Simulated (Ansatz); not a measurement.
The starting structures come from a database of crystals and need not be the phases stable at ambient conditions.

By PBEsol, the system below comes out a metal.

The ballistic (Sharvin) conductance counts the channels at the Fermi level: G/A = (e²/h) × channels of both spins per area.

Consider the following.

```
CELL_PARAMETERS angstrom
      5.69948     0.00000     0.00000
     -2.84974     4.93589     0.00000
      2.84974     1.64530     4.65360
ATOMIC_POSITIONS crystal
  Pb 0.50000 0.25000 0.25000
  Pb 0.00000 0.50000 0.50000
  Au 0.75000 0.87500 0.87500
  Au 0.25000 0.37500 0.87500
  Au 0.75000 0.87500 0.37500
  Au 0.25000 0.87500 0.87500
```

The cell is taken as given; by PBEsol it stands under a pressure of -3.8 GPa.

The current flows along the normal of the first two printed cell vectors, the (111) plane of the conventional cell. No spin-orbit coupling; the value is a mean over 0.1 eV about the Fermi level.

### Question
State the ballistic conductance per area according to PBEsol (Ansatz, a quantum-chemistry and plane-wave program).

### Answer
0.18 × 10¹⁵ S/m² for both spins.
